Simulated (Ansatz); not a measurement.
## A computed series for LiNbO3: response to strain

The reference is LiNbO3 (space group R3c, No. 161).

```
CELL_PARAMETERS angstrom
      2.56874     1.48306     4.62825
     -2.56874     1.48306     4.62825
      0.00000    -2.96613     4.62825
ATOMIC_POSITIONS crystal
  Li 0.70218 0.70218 0.70218
  Li 0.20218 0.20218 0.20218
  Nb 0.98418 0.98418 0.98418
  Nb 0.48418 0.48418 0.48418
  O  0.62231 0.87636 0.26469
  O  0.87636 0.26469 0.62231
  O  0.26469 0.62231 0.87636
  O  0.76469 0.37636 0.12231
  O  0.37636 0.12231 0.76469
  O  0.12231 0.76469 0.37636
```

Cartesian axes are those of the cell as printed.

Strains are applied to the cell and any free atomic positions relax; under stress the whole cell relaxes.

Computed with DFT with r2SCAN, PAW potentials and a 500 eV plane-wave cutoff in Ansatz (a quantum-chemistry and plane-wave program), no spin-orbit coupling.

Notes on the quantities. band gap: an upper bound: an edge found on the path is not a true extremum; the base alone; energy relative to the base: free energy F.

| case | band gap | volume per atom | energy relative to the base |
|---|---|---|---|
| base | 4.00 eV | 10.58 Å³ | 0 meV/atom |
| isotropic strain −4.45 % | 4.14 eV | 9.23 Å³ | +81 meV/atom |
| uniaxial strain ε_xx = −0.35 % | 4.00 eV | 10.54 Å³ | +0.1 meV/atom |
| uniaxial stress, 0.5 GPa tension along x | 4.00 eV | 10.60 Å³ | 0.0 meV/atom |
| uniaxial stress, 1 GPa compression along x | 4.00 eV | 10.55 Å³ | +0.2 meV/atom |

Gaps are read on the SCF mesh and a high-symmetry path. Stability under load was not tested beyond the relaxation.
